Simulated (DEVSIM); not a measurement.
Structure: Pd/SiO2/p-Si capacitor, at 300 K.

| layer (left to right) | material | thickness (nm) | Na (cm⁻³) |
|---|---|---|---|
| 1 | SiO2 | 1.10 | - |
| 2 | Si | 1500 | 1.4e17 |

Metal gate on the left, work function 5.2 eV. Fixed charge at the semiconductor interface -1.5e11 cm⁻² (in units of +e); no interface traps.

The device is made up for the run: typed textbook-type constants, with dimensions and the other settings drawn at random. Values at 300 K.

```csv
parameter,SiO2,Si
gap (eV),9,1.124
affinity (eV),0.9,4.05
permittivity,3.9,11.7
Nc (cm⁻³),-,2.86e19
Nv (cm⁻³),-,3.1e19
```

Simulated with DEVSIM: 1D Poisson equation in equilibrium, Boltzmann statistics, complete ionisation; no quantum confinement or tunnelling. Metal contacts follow the ideal Schottky-Mott rule: no Fermi-level pinning, no interface dipoles.

The SiO2 thickness was swept, all else fixed.

| SiO2 thickness (μm) | capacitance of the dielectric stack (μF/cm²) | threshold voltage (band bending 2φF) (V) | minimum of the low-frequency capacitance (μF/cm²) |
|---|---|---|---|
| 0.00044 | 7.85 | 1.04 | 0.129 |
| 0.00061 | 5.66 | 1.05 | 0.129 |
| 0.00077 | 4.48 | 1.06 | 0.129 |
| 0.00094 | 3.67 | 1.07 | 0.128 |
| 0.0011 | 3.14 | 1.08 | 0.126 |
| 0.0013 | 2.66 | 1.10 | 0.124 |

From the first row to the last the capacitance of the dielectric stack goes from 7.85 to 2.66. From the first row to the last the threshold voltage (band bending 2φF) goes from 1.04 to 1.10.
